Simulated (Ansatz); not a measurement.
**Thickness series in hypothetical P6_3/mmc SnSe2**

The parent structure is SnSe$_{2}$ in the 2H-MoS2 type structure (space group P6_3/mmc, No. 194; a hypothetical phase, not in the database extracts checked; layered, stacked along the Cartesian z axis).

```xyz
6
Lattice="3.7694 0.0000 0.0000 -1.8847 3.2644 0.0000 0.0000 0.0000 11.2906" Properties=species:S:1:pos:R:3 pbc="T T T"
Sn     0.0000     2.1763     2.8227
Sn     1.8847     1.0881     8.4680
Se     0.0000     2.1763     6.7392
Se     1.8847     1.0881     1.0939
Se     1.8847     1.0881     4.5514
Se     0.0000     2.1763    10.1967
```

Free-standing slabs (3 atom(s) a layer) normal to the stacking axis with 15 Å of vacuum; in-plane cell relaxed.

Method: Kohn–Sham DFT with the PBEsol-D3(BJ) functional, run in Ansatz (a first-principles code) with PAW and 420 eV plane waves, no spin-orbit coupling, earlier PAW set.

Notes on the quantities. excess energy per area of both faces: slab less bulk energy over the cell's area: twice a surface energy; uncertain by up to 0.2 J/m².

| change | in-plane lattice parameter a | thickness between the outermost nuclei | excess energy per area of both faces |
|---|---|---|---|
| base | 3.769 Å | – | – |
| 1 layer | 3.697 Å | 3.42 Å | 0.98 J/m² |
| 2 layers | 3.735 Å | 9.00 Å | 0.9 J/m² |
| 3 layers | 3.749 Å | 14.65 Å | 0.9 J/m² |
| 4 layers | 3.753 Å | 20.31 Å | 0.9 J/m² |

The excess energy carries the mismatch between the slab's and the bulk's meshes. Whether these cells are dynamically stable was not tested. All final runs are without spin polarisation.
